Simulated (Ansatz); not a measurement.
Related cells compared by their size of the site moment on Rh.

Cell A: a sheet of composition Rh2, 2 atoms, hexagonal cell of 4.05 Å (14.2 Å²), symmetry P6/mmm, 0.0 Å thick under 16 Å of vacuum, in-plane vectors relaxed; planes from bottom to top: Rh2, all atoms in one plane; a model cell; spin state with PBE: no moments, k-point mesh 18×18×1.
```
CELL_PARAMETERS angstrom
      4.05415     0.00000     0.00000
     -2.02708     3.51100     0.00000
      0.00000     0.00000    16.00000
ATOMIC_POSITIONS crystal
  Rh 0.33333 0.66667 0.50000
  Rh 0.66667 0.33333 0.50000
```

Cell B: a sheet of composition Rh, 1 atom, square cell of 2.43 Å (5.9 Å²), symmetry P4/mmm, 0.0 Å thick under 16 Å of vacuum, in-plane vectors relaxed; planes from bottom to top: Rh; a model cell; spin state with PBE: no moments, k-point mesh 24×24×1.
```
CELL_PARAMETERS angstrom
      2.43124     0.00000     0.00000
      0.00000     2.43124     0.00000
      0.00000     0.00000    16.00000
ATOMIC_POSITIONS crystal
  Rh 0.00000 0.00000 0.50000
```

Cell C: a sheet of composition Rh3, 3 atoms, hexagonal cell of 4.94 Å (21.1 Å²), symmetry P6/mmm, 0.0 Å thick under 16 Å of vacuum, in-plane vectors relaxed; planes from bottom to top: Rh3, all atoms in one plane; a model cell; spin state with PBE: parallel moments, net moment 3.5 μB a cell, k-point mesh 18×18×1.
```yaml
crystal:
  lattice:
    - [4.93978, 0.00000, 0.00000]
    - [-2.46989, 4.27797, 0.00000]
    - [0.00000, 0.00000, 16.00000]
  atoms:
    - { symbol: Rh, position: [0.50000, 0.00000, 0.50000] }
    - { symbol: Rh, position: [0.00000, 0.50000, 0.50000] }
    - { symbol: Rh, position: [0.50000, 0.50000, 0.50000] }
```

Cell D: a sheet of composition Rh, 1 atom, hexagonal cell of 2.57 Å (5.7 Å²), symmetry P6/mmm, 0.0 Å thick under 16 Å of vacuum, in-plane vectors relaxed; planes from bottom to top: Rh; a model cell; spin state with PBE: net moment 1.1 μB a cell, k-point mesh 30×30×1.
```
Rh
1.0
    2.57268     0.00000     0.00000
   -1.28634     2.22801     0.00000
    0.00000     0.00000    16.00000
Rh
1
Direct
  0.00000   0.00000   0.50000
```

All numbers come from Ansatz (a quantum-chemistry and plane-wave program), plane waves with PAW, its PAW set soft_1, cutoff 420 eV. The structures are at rest with PBE. Neutral cells; Fermi-Dirac smearing of at most 0.10 eV in the solids, energies taken to zero width. No search over spin orders was made beyond those shown. A dispersion term ran beside these levels; it doesn't touch the electrons. Spin density integrated in a sphere around each atom; mean over the atoms, with the range where they differ.

Values (μB):

```csv
cell,PBE
A,0.00
B,0.00
C,1.00
D,0.95
```

With PBE the value is lowest for A and B and highest for C.
